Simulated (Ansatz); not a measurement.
Start from Cu3N (space group Pm-3m, No. 221; a = 3.721 Å).

The values are results of plane-wave PAW DFT at the LDA level (Ansatz, a first-principles code, 420 eV), no SOC, not measurements.

Strains are applied to the cell and any free atomic positions relax.

One change was made to it. Results:

| quantity | base | after |
|---|---|---|
| pressure | 0.0 GPa | -4.9 GPa |
| energy relative to the base (free energy F) | 0 meV/atom | +7.4 meV/atom |

Which of these changes matches the shifts?
A. isotropic strain +2.40 %
B. isotropic strain +1.20 %
C. isotropic strain +1.80 %

B, isotropic strain +1.20 %. For comparison, the energy relative to the base in the other runs: isotropic strain +2.40 % gives +29 meV/atom; isotropic strain +1.80 % gives +16 meV/atom.

Stability against distortions was not tested. All final runs are without spin polarisation.
